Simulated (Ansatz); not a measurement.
Abridged Ansatz (a quantum-chemistry and plane-wave program) output:

```
Relaxation: its limit of steps is 60 (relax.max_steps)
Pseudopotential: Mo, paw, valence charge 14
Pseudopotential: S, paw, valence charge 6
Crystal: 3 atoms, lattice volume = 45.100 Å³
Basis set: ecut = 420 eV, 877 PW (Γ), exchange–correlation on 80×80×80 points (8 copies of the dense FFT grid, shifted against one another)
Bands: 17, of which v1, the nominal top of the filled ones, is band 13 counted from 1 (12 counted from 0)
Symmetry: 6 space group operations
k-points: 189 of 1728 (time reversal used)
Functional: x = pbesol(κ = 0.804, μ = 0.12345679012345678), c = pbesol(β = 0.046)
SCF iter   1: F=—  HF=-6671.262470 eV  |F-HF|=—  |Δ(HF+E_count)|=         —  Δρ=6.81e-3  dr2=9.43e-3  ethr=1.77e-3  ⟨swp⟩=5.7  Hψ=17892  notcnv=0
SCF iter   2: F=—  HF=-6671.263458 eV  |F-HF|=—  |Δ(HF+E_count)|=   9.88e-4  Δρ=3.40e-3  dr2=2.23e-3  ethr=3.63e-5  ⟨swp⟩=2.6  Hψ=6177  notcnv=0
SCF 1 converged in 6 iterations: F = -6671.264406 eV  dr2 = 2.59e-9
relax step   1: F+E_penalty+E_count = -6671.26440615 eV  Δ(F+E_penalty+E_count) = +0.000e0 eV  max|allowed force component| = 3.372e-3 eV/Å  Δτ_max = 0.0000 Å  P = +6.998 GPa  Ω = 45.100 Å³  (6 SCF iters, dr2 threshold 1.00e-7 eV, accepted)
[... steps on the carried basis left out ...]
relax step   7: F+E_penalty+E_count = -6671.09662517 eV  Δ(F+E_penalty+E_count) = +2.628e-4 eV  max|allowed force component| = 1.109e-3 eV/Å  Δτ_max = 0.0000 Å  P = +14.997 GPa  Ω = 42.604 Å³  stress off target by 5.39e-3 GPa  SCF on the basis re-selected at this cell (its energy is not comparable with the rows above)  (9 SCF iters)
SCF converged after 9 iterations
Free energy (F): -6671.096625 eV
Internal energy: -6671.095556 eV  (E = F + TS)
E sigma→0 (E₀):  -6671.096091 eV
Entropy (-TS):   -0.001069 eV (-0.356 meV/atom)
Fermi energy:    15.663614 eV
  E_disp       = -1.399785  (pairwise vdW)
--- Forces (eV/Å), atoms counted from 1 ---
  atom   1  Mo     0.00000000     0.00000000     0.00110854
  atom   2  S     -0.00000000     0.00000000    -0.00080524
  atom   3  S     -0.00000000    -0.00000000    -0.00030332
--- Stress (GPa, compression-positive) ---
       14.998241       0.000000      -0.000000
        0.000000      14.998241       0.000000
       -0.000000       0.000000      14.994614
  P = ⅓ Tr σ = 14.9970 GPa (149.970 kbar)
--- Relaxed structure (6 steps of the walk, 5 accepted, 1 SCFs on fresh bases) ---
  cell:  # Å, volume = 42.6039 Å³
    - [1.5132456636608589, 0.8736727912646308, 5.370814490230994]
    - [-1.5132456636608589, 0.8736727912646308, 5.370814490230994]
    - [-2.4213376594608312e-33, -1.747345582529261, 5.370814490230994]
  atoms:
    - { symbol: Mo, position: [0.00018566759923912543, 0.00018566759923912543, 0.00018566759923912545] }
    - { symbol: S, position: [0.7635377163807119, 0.7635377163807119, 0.763537716380712] }
    - { symbol: S, position: [0.5695766160200488, 0.5695766160200488, 0.5695766160200489] }
```

Question: What was computed, and what are the main results?

Answer: MoS2, 3 atoms in the cell, with PBEsol-D3(BJ) (Ansatz; PAW; 420 eV plane waves; without spin-orbit coupling), from a series relaxed to a target (pressure 15 GPa). The last SCF converged to F = -6671.096625 eV, or -2223.6989 eV per atom, at a pressure of 15.00 GPa. The total energy compares only with runs of the same code, potentials and settings.

A case with no gap was solved on a k-mesh chosen for an insulator, which is coarse for it. Load acts through the strain it causes; cell and atoms are relaxed under it. Whether these cells are dynamically stable was not tested. Competing high-pressure phases were not computed. All final runs are without spin polarisation. The cell was made from MoS2 in the 3R-MoS2 type structure (space group R3m, No. 160; layered, stacked along the Cartesian z axis) by this change: pressure 15 GPa.

Keys are those of Ansatz 0.2.
